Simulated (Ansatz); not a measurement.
**Quick settings and what they miss: Zr₆CoSn₂ (P-62m, 9 atoms in the cell)**

Self-consistent single point.

```xyz
9
Lattice="7.8928 0.0000 0.0000 -3.9464 6.8353 0.0000 0.0000 0.0000 3.4576" Properties=species:S:1:pos:R:3 pbc="T T T"
Zr     1.8914     0.0000     1.7288
Zr     3.0007     5.1973     1.7288
Zr    -0.9457     1.6380     1.7288
Zr     4.7593     0.0000     0.0000
Zr     1.5667     2.7136     0.0000
Zr    -2.3797     4.1217     0.0000
Co     0.0000     0.0000     0.0000
Sn     0.0000     4.5569     1.7288
Sn     3.9464     2.2784     1.7288
```

Method: PBEsol, PAW files made with PBE (plane waves; Ansatz, a first-principles code).

Base settings: basis.ecutwfc = 420 eV; kpoints.mp_grid.grid = 5 5 10; hamiltonian.xc = pbesol; hamiltonian.pseudopotentials = {kind: paw} (the program's default PAW files); scf.occupations.method = gaussian; scf.occupations.width = 0.136 eV.

Tight run (finer mesh or higher cutoff; not a proven limit): basis.ecutwfc: 420 eV → 590 eV; kpoints.mp_grid.grid: 5 5 10 → 7 7 14; scf.convergence.dr2_threshold: default (1e-07 eV) → 1e-09 eV. It gave Fermi level (on the code's own zero) 14.54 eV; pressure 0.19 GPa; largest force (vector length) 0.176 eV/Å.

Quick runs, as changes from the base:
- A: the base itself
- B: basis.ecutwfc: 420 eV → 210 eV; kpoints.mp_grid.grid: 5 5 10 → 8 8 8
- C: basis.ecutwfc: 420 eV → 250 eV; kpoints.mp_grid.grid: 5 5 10 → 1 1 1
- D: basis.ecutwfc: 420 eV → 210 eV; kpoints.mp_grid.grid: 5 5 10 → 2 2 2; scf.occupations.method: gaussian → methfessel_paxton; scf.occupations.width: 0.136 eV → 0.272 eV
- E: basis.ecutwfc: 420 eV → 250 eV; kpoints.mp_grid.grid: 5 5 10 → 6 6 6; hamiltonian.xc: pbesol → lda [LDA (PW92)]
- F: basis.ecutwfc: 420 eV → 335 eV; kpoints.mp_grid.grid: 5 5 10 → 2 2 2; scf.occupations.method: gaussian → methfessel_paxton; scf.occupations.width: 0.136 eV → 0.272 eV

Energies are extrapolated to zero smearing width, which holds to low order in the width alone.

Dashes: energy of E, another energy zero.

† marks runs with another functional, U, potentials or spin treatment: their distance from the tight run is not a convergence error alone.

The count of work is k-points × plane waves × bands × iterations; it is no time. 

Pressures in the table are Ansatz's without its Pulay estimate, at a fixed set of plane waves; the tight run's value above holds the estimate.

The starting cell comes from a database of computed structures (which also holds hypothetical and non-ambient phases and stackings), without a prior relaxation at this level. Its lattice was rescaled by a random factor within 2.5 % of one. Spin polarisation is off.

| run | energy less tight (meV/atom) | pressure less tight (GPa) | largest miss in a force vector (eV/Å) | count of work / tight |
|---|---|---|---|---|
| A | 0.1 | -0.01 | 0.008 | 0.23 |
| B | 1815.1 | -75.37 | 0.306 | 0.14 |
| C | 471.7 | -18.42 | 1.322 | 0.0039 |
| D | 1734.9 | -75.90 | 0.864 | 0.011 |
| E† | – | -23.15 | 0.093 | 0.099 |
| F | -74.0 | -0.97 | 0.506 | 0.022 |

Among the runs at the tight run's level, the energy misses run from 0.1 to 1815.1 meV/atom.

Keys are those of Ansatz 0.2.
